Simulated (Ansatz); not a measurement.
**2HA TaS2 (model structure) (like a known undistorted form, which takes a superstructure on cooling)**

Calculation: LDA (plane waves, PAW; Ansatz, an electronic-structure program).

Cell: relaxed at this level.

interlayer binding energy: 17.8 meV/Å²
layer repeat distance: 5.774 Å
gap between the layers: 2.671 Å

Spin–orbit coupling is not included.

A model structure was made by putting elements into a prototype or built by hand; here it ended with the formula and space group of a phase in our tables.
